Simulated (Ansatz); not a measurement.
The starting structures come from a database of crystals and need not be the phases stable at ambient conditions.

 Where the default PAW files enter, the runs use the earlier of Ansatz's two default sets.

Tunnelling through a barrier is set by its complex band structure: the current falls as exp(−2κd) with the smallest κ.

Data:

```
CELL_PARAMETERS angstrom
      5.46845     0.00000     0.00000
      0.00000     5.76218     0.00000
      0.00000     0.00000     7.99590
ATOMIC_POSITIONS crystal
  Y  0.01965 0.06258 0.75000
  Y  0.98035 0.93742 0.25000
  Y  0.51965 0.43742 0.25000
  Y  0.48035 0.56258 0.75000
  Sc 0.50000 0.00000 0.00000
  Sc 0.00000 0.50000 0.00000
  Sc 0.00000 0.50000 0.50000
  Sc 0.50000 0.00000 0.50000
  O  0.37105 0.05622 0.25000
  O  0.62895 0.94378 0.75000
  O  0.87105 0.44378 0.75000
  O  0.12895 0.55622 0.25000
  O  0.80992 0.19185 0.43397
  O  0.19008 0.80815 0.56603
  O  0.30992 0.30815 0.56603
  O  0.69008 0.69185 0.43397
  O  0.69008 0.69185 0.06603
  O  0.30992 0.30815 0.93397
  O  0.19008 0.80815 0.93397
  O  0.80992 0.19185 0.06603
```

Space group of this cell: Pnma. The cell is taken as given; by r2SCAN its mean pressure is -4.8 GPa.

Transport runs along the normal of the first two printed cell vectors.

No gap correction and no spin-orbit coupling; mid-gap values are interpolated between computed energies.

**Question.** Predict the band gap and the smallest decay constant κ at mid-gap from Ansatz (a program for electronic structure) with r2SCAN.

**Answer.** Gap 4.99 eV on a 6×6×4 mesh; κ = 0.368 1/Å, at the zone centre.
